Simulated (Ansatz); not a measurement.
# O on the 1x1 (110) surface of rutile TiO2 (cut with top plane O), one in a 1x1 cell, started at the site 'over O at depth 1.2 Å'

Host crystal: rutile TiO2, with a band gap (PBE, scalar-relativistic without spin-orbit coupling).

All values below come from PBE (plane waves to 420 eV, PAW; Ansatz, a quantum-chemistry and plane-wave program).

Slab: 25 atoms, 12.7 Å thick at the start under the adsorbate; k 8x3x1, smearing 0.01 eV, dipole-corrected; 12 atoms held, the rest relaxed; start symmetry kept, larger cells not searched; spin-polarised, no spin-orbit, no U, no dispersion correction. The starting moment vanished. At the end it is bonded to O + 2 Ti. In PBE it is, or lies within 0.03 eV of, the lowest of the starts that converged.

```
Item                                                                                                                                                                     Result
---------------------------------------------------------------------------------------------  --------------------------------------------------------------------------------
energy of the end state, in which the adsorbate paired with a surface O atom, against ½ O2(g)                                                                           1.20 eV
change of the step from the bottom to the top vacuum level, against the clean slab                                                                                     0.044 eV
energy released by relaxation                                                                                                                                           1.36 eV
height of the binding atom over the mean of the host atoms within 0.3 Å of the top one                                                                                 -0.068 Å
magnetic moment of the cell                                                                                                                                             0.00 μB
largest move of a host atom                                                                                                                                              0.34 Å
caution                                                                                        the clean host was not checked against rearrangement in a larger or rattled cell
note                                                                                                            in the relaxation the adsorbate left its starting site by 0.6 Å
cost                                                                                                                                             around 50 core-minutes (rough)
```

A negative adsorption energy means that the adsorbate is more stable on the surface than in its reference.
